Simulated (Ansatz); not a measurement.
The parent structure is BP in the zinc blende structure (space group F-43m, No. 216; a = 4.5484 Å).

Level of theory: Ansatz (a first-principles code), PBE, PAW, cutoff 420 eV, no spin-orbit coupling.

Base values:

The smallest direct gap comes out as 3.39 eV and the lattice parameter a comes out as 454.8 pm.

Now apply this change: cell and atoms relaxed at a pressure of 22.5 GPa.

Problem. How does this affect the smallest direct gap?

Solution. The smallest direct gap goes up by 0.192 eV to 3.59 eV.

Problem. How does this affect the lattice parameter a?

Solution. The lattice parameter a shrinks by 16.7 pm to 438.1 pm.

Load acts through the strain it causes; cell and atoms are relaxed under it. Whether these cells are dynamically stable was not tested. No other phases were tried under pressure.
